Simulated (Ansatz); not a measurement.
Start from KTlS2 (space group R-3m, No. 166; a = 3.984 Å, c = 21.707 Å (hexagonal axes); a hypothetical phase, not in the database extracts checked). Axes: x lies along a and z along c of the hexagonal cell.

The values are results of Kohn–Sham DFT with the PBEsol functional, run in Ansatz (a first-principles code) with PAW and 420 eV plane waves, no spin-orbit coupling, not measurements.

Base values:

| Property | Value |
|---|---|
| Pressure | 0.00 GPa |
| Electron mass | 0.22 mₑ along c, 0.16 mₑ across (at Γ) |

The change: the cell is stretched by 1.45 % along z with no lateral relaxation; the atoms relax in the strained cell.

What happens to the pressure, electron mass, energy relative to the base and largest internal atomic displacement?

The pressure (mean of the normal stresses, compression positive) goes from zero to -0.55 GPa; the electron mass changes from 0.22 mₑ along c, 0.16 mₑ across (at Γ) to 0.22 mₑ along z, 0.15 mₑ across (at Γ); the energy rises by 1.1 meV/atom; the largest internal atomic displacement amounts to 0.011 Å.

With Tl present, leaving out spin-orbit coupling can change the band edges. The levels and masses belong to the bands next to the band gap. Effective masses come from finite differences of ±0.01 Å⁻¹. Whether these cells are dynamically stable was not tested.
